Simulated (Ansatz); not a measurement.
# Rock-salt NdN

Computed with r²SCAN-D4 (plane waves, PAW; Ansatz, a first-principles code).

Settings: plane-wave cutoff 560 eV, 18×18×18 k mesh, Fermi–Dirac smearing 0.05 eV, spin-polarised with parallel moments, scalar-relativistic PAW data made under PBE.

Cell (relaxed at this level):

```yaml
crystal:
  lattice:
    - [0.00000, 2.54861, 2.54861]
    - [2.54861, 0.00000, 2.54861]
    - [2.54861, 2.54861, 0.00000]
  atoms:
    - { symbol: Nd, position: [0.00000, 0.00000, 0.00000], spin: 3.0 }
    - { symbol: N, position: [0.50000, 0.50000, 0.50000] }
```

- bulk modulus = 141 GPa
- pressure derivative B′ of the bulk modulus = 3.9

Note: the magnetic order was assumed, not searched for or taken from measurement; the 4f shell is treated without U or exact exchange, so its levels and filling can be wrong.

Spins in the cell block are starting values.

Spin–orbit coupling is not included; it can open a gap where bands touch, and shift volumes and moduli.

Static lattice: no zero-point or thermal effects.
